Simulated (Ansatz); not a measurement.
Ansatz (an electronic-structure program), DFT, PBE, plane waves, its default PAW files: Cu(111) slab of 4 layers, 1x1, atoms displaced, unrelaxed, 4 atoms. Basis and mesh were picked for this test and aren't claimed converged.

```json
{
  "cell": "2.56, 2.56, 16.26 Å; 90, 90, 60°",
  "distance_to_the_nearest_atom": "2.54 to 2.56 Å",
  "task": "single point",
  "k mesh": "10×10×1",
  "hamiltonian.xc": "pbe",
  "kind_of_files": "paw",
  "scf.occupations.method": "gaussian",
  "scf.occupations.width": "0.1 eV",
  "output.forces": "true",
  "binding of workers (--pin)": "off",
  "k-point pools (--kpoint-pools)": "1",
  "memory maximum (--max-ram)": "8GiB",
  "accuracy": "medium (default)",
  "basis.precision": "auto (default)",
  "basis.xc_grid": "2 (default)",
  "scf.eigensolver.kind": "auto (default)",
  "scf.convergence.dr2_threshold": "1e-07 (default)",
  "scf.lower_state_search": "light (default)",
  "k-points after symmetry": "52",
  "bands_at_the_start": "43",
  "electrons": "76",
  "plane waves at Γ": "1837",
  "cutoff (eV)": "420",
  "FFT grid": "18×18×120",
  "symmetry_operations": "1"
}
```

Settings of this run: scf.mixing.algorithm = broyden, scf.mixing.preconditioner = kerker, scf.algorithm = auto; 4 threads.

```tsv
iteration	dr2 (eV)	Hψ
1	1.94e-2	8645
2	4.64e-3	4298
3	1.06e-2	4094
4	4.04e-4	3402
5	2.48e-4	2506
6	1.12e-4	2739
7	5.01e-5	2288
8	4.66e-5	2309
9	5.51e-5	3271
10	2.41e-4	4539
11	1.40e-4	2206
12	4.97e-5	2288
13	1.14e-5	3083
14	3.88e-6	2682
15	3.61e-6	3325
16	3.87e-6	3218
17	3.81e-6	2492
18	3.83e-5	5027
19	1.20e-7	3452
20	8.41e-6	10274
21	1.82e-6	4122
22	5.38e-8	10199
```

It converged after 22 SCF iterations.

Task: The cycle is slow. Which setting should be changed?

Result: Several could match; the one computed here: scf.mixing.preconditioner = auto (default) (10 SCF iterations) or scf.mixing.preconditioner = none (11 SCF iterations) or scf.mixing.q_tf = 0.5 1/Å (11 SCF iterations), all else kept. The other changes of this size gave: scf.mixing.q_tf = 1.5 1/Å (15); scf.mixing.algorithm = auto (default) (20). With more settings changed, the fewest of all runs of this system: scf.mixing.algorithm = auto (default), scf.mixing.preconditioner = auto (default), scf.algorithm = direct_min (5). In that run the program took: scf.mixing.preconditioner LDOS, scf.eigensolver.kind band_cg, --slots 4. The first change moves the result by: energy under 0.001 meV/atom, forces (largest component) 0.050 meV/Å. Counts are of single runs.

Keys are those of Ansatz 0.2.
